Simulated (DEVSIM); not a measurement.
System: CdS/CdTe n-p heterojunction, at 300 K.

| layer (left to right) | material | thickness (μm) | Nd (cm⁻³) | Na (cm⁻³) | τn (s) | τp (s) |
|---|---|---|---|---|---|---|
| 1 | CdS | 0.230 | 1.5e17 | - | 7.5e-10 | 7.5e-10 |
| 2 | CdTe | 1.60 | - | 1.9e17 | 7.5e-10 | 7.5e-10 |

Left contact: ohmic. Right contact: ohmic. Voltage is applied to the left contact. Recombination: SRH at mid-gap, Auger. Mobility is constant in doping. Where it depends on doping, it is μmin + (μ − μmin)/(1 + (N/Nref)^α).

This is a model device: material constants are rounded textbook-type values typed into the input, and sizes, dopings and lifetimes were drawn at random. Values at 300 K; Nc and Nv go as T^1.5, mobilities as T to minus their exponent, the gap by Varshni's rule with the affinity fixed. The table also holds parameters that only a changed run uses.

| parameter | CdS | CdTe |
|---|---|---|
| gap (eV) | 2.4 | 1.5 |
| affinity (eV) | 4.3 | 4.28 |
| permittivity | 9 | 10.2 |
| Nc (cm⁻³) | 2.2e18 | 8e17 |
| Nv (cm⁻³) | 1.8e19 | 1.8e19 |
| μn (cm²/Vs) | 300 | 1000 |
| μp (cm²/Vs) | 25 | 80 |
| μn,min | 30 | 100 |
| μp,min | 3 | 10 |
| Nref,n | 1e17 | 1e17 |
| Nref,p | 1e17 | 1e17 |
| αn | 0.6 | 0.6 |
| αp | 0.6 | 0.6 |
| T exponent of μn | 1.5 | 1.7 |
| T exponent of μp | 1.5 | 1.5 |
| Cn (cm⁶/s) | 1e-30 | 1e-30 |
| Cp (cm⁶/s) | 1e-30 | 1e-30 |
| Varshni α (eV/K) | 0.00039 | 0.00031 |
| Varshni β (K) | 103 | 108 |

Model (solved in DEVSIM): 1D drift-diffusion, Boltzmann statistics, complete ionisation; no tunnelling, impact ionisation, image-force lowering or self-heating. Band offsets follow the typed affinities; no thermionic-emission limit at abrupt steps, no polarisation charge.

Base results: largest field in the device at zero bias (V/cm) 210000; potential step across the device at zero bias (V) 1.293; dark forward voltage at 100 A/cm² (V) 1.238; dark forward voltage at 1 A/cm² (V) 1.115.

Question: What follows from this one change: temperature 300 → 400 K?

Answer: largest field in the device at zero bias little changed (200000 V/cm); potential step across the device at zero bias 1.293 → 1.172 V; dark forward voltage at 100 A/cm² 1.238 → 1.097 V; dark forward voltage at 1 A/cm² 1.115 → 0.932 V.

Question: What follows from this one change: doping Nd of layer 1 1.5e+17 → 1.5e+16 cm^-3?

Answer: largest field in the device at zero bias 210000 → 83000 V/cm; potential step across the device at zero bias 1.293 → 1.233 V; dark forward voltage at 100 A/cm² little changed (1.241 V); dark forward voltage at 1 A/cm² little changed (1.117 V).

Question: What follows from this one change: minority lifetime in layer 2 7.5e-10 → 2.2e-09 s?

Answer: largest field in the device at zero bias little changed (210000 V/cm); potential step across the device at zero bias little changed (1.293 V); dark forward voltage at 100 A/cm² 1.238 → 1.242 V; dark forward voltage at 1 A/cm² 1.115 → 1.121 V.

Question: What follows from this one change: thickness of layer 2 1.6 → 0.56 μm?

Answer: largest field in the device at zero bias little changed (210000 V/cm); potential step across the device at zero bias little changed (1.293 V); dark forward voltage at 100 A/cm² 1.238 → 1.216 V; dark forward voltage at 1 A/cm² 1.115 → 1.095 V.

Question: What follows from this one change: doping Na of layer 2 1.9e+17 → 1.9e+18 cm^-3?

Answer: largest field in the device at zero bias 210000 → 270000 V/cm; potential step across the device at zero bias 1.293 → 1.352 V; dark forward voltage at 100 A/cm² 1.238 → 1.296 V; dark forward voltage at 1 A/cm² 1.115 → 1.176 V.

Question: What follows from this one change: doping-dependent mobility in place of the constant one?

Answer: largest field in the device at zero bias little changed (210000 V/cm); potential step across the device at zero bias little changed (1.293 V); dark forward voltage at 100 A/cm² 1.238 → 1.255 V; dark forward voltage at 1 A/cm² 1.115 → 1.128 V.
